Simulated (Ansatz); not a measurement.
The starting structures come from a database of crystals and need not be the phases stable at ambient conditions.

By PBEsol, the system below comes out a metal.

Given:

```yaml
crystal:
  lattice:
    - [3.32679, 0.00000, 0.00000]
    - [0.00000, 14.41628, 0.00000]
    - [1.66339, 0.00000, 2.88108]
  atoms:
    - { symbol: Hf, position: [0.33333, 0.91561, 0.33333] }
    - { symbol: Hf, position: [0.66667, 0.08439, 0.66667] }
    - { symbol: Hf, position: [0.66667, 0.41561, 0.66667] }
    - { symbol: Hf, position: [0.33333, 0.58439, 0.33333] }
    - { symbol: Sn, position: [0.33333, 0.25000, 0.33333] }
    - { symbol: Sn, position: [0.66667, 0.75000, 0.66667] }
    - { symbol: C, position: [0.00000, 0.00000, 0.00000] }
    - { symbol: C, position: [0.00000, 0.50000, 0.00000] }
```

Space group of this cell: P6_3/mmc. The cell is taken as given; by PBEsol its mean pressure is -2.6 GPa.

The current flows along the normal of the first two printed cell vectors, the (100) plane of the conventional cell. No spin-orbit coupling; the value is a mean over 0.1 eV about the Fermi level.

Problem. Compute, with PBEsol (Ansatz, an electronic-structure program), the ballistic conductance per area.

Solution. 0.59 × 10¹⁵ S/m² for both spins.
